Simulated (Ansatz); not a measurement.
Fluorite PbF2 (high-temperature phase), treated with LDA in Ansatz (PAW).

Run with plane-wave cutoff 520 eV, 8×8×8 k mesh, perturbation theory, force constants from a 4×4×4 q mesh, scalar-relativistic PAW data made under PBE.

Computed at the level's own relaxed cell. Harmonic vibrational thermodynamics at fixed volume:

| T (K) | S_vib (J/K per mol of atoms) | C_V (J/K per mol of atoms) | F_vib (eV/atom) |
|---|---|---|---|
| 0 | 0.00 | 0.00 | 0.0298 |
| 100 | 13.17 | 16.32 | 0.0244 |
| 400 | 42.77 | 24.11 | -0.0704 |
| 500 | 48.19 | 24.40 | -0.1176 |
| 600 | 52.65 | 24.56 | -0.1699 |
| 700 | 56.44 | 24.66 | -0.2265 |
| 800 | 59.74 | 24.73 | -0.2868 |

The crystal is taken as a harmonic solid at every temperature: melting, phase changes and thermal expansion are not seen.

Ansatz is a program for electronic structure.
